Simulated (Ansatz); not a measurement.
System: β-phase InSe (model structure). Method: rVV10 (PAW; Ansatz, a program for electronic structure).

Rigid layers of the crystal as relaxed at this level are moved apart or together:

```
run  layer repeat (Å)  energy against free layers (meV/Å²)  gap on the mesh (eV)
---  ----------------  -----------------------------------  --------------------
1                8.02                               -14.73                 0.000
2                8.17                               -17.80                 0.021
3                8.32                               -19.22                 0.039
4                8.52                               -19.45                 0.024
5                8.82                               -17.80                 0.207
6                9.32                               -13.43                 0.516
7               10.32                                -6.62                 0.929
8               12.32                                -1.96                 1.195
```

The lowest energy of these points lies at a layer repeat of 8.52 Å.

Spin–orbit coupling is not included.

A model structure was made by putting elements into a prototype or built by hand; it is no filed structure, need not be a known phase, and can be a saddle point held by its symmetry.
